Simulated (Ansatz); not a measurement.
**What pressure −1 GPa does to ZnAu**

Base system: ZnAu in the CsCl type structure (space group Pm-3m, No. 221; a = 3.1286 Å).

It is then changed as follows: hydrostatic tension (pressure −1 GPa).

The values are results of PBEsol in Ansatz (plane waves to 420 eV, PAW, without spin-orbit coupling), not measurements. Γ-centred 15×15×15 mesh, Fermi–Dirac width 0.05 eV.

| quantity | base | changed | shift |
|---|---|---|---|
| volume per atom | 15.31 Å³ | 15.42 Å³ | +0.11 Å³ |
| density | 14.23 g/cm³ | 14.12 g/cm³ | -0.102 g/cm³ |
| lattice parameter a | 312.9 pm | 313.6 pm | +0.75 pm |
| shortest interatomic distance | 270.9 pm | 271.6 pm | +0.7 pm |
| enthalpy H = E + PV relative to the base's energy | – | -0.10 eV/atom | – |
| band gap | zero | zero | – |

Load acts through the strain it causes; cell and atoms are relaxed under it. No phonon test of stability was made.

Ansatz is a quantum-chemistry and plane-wave program.
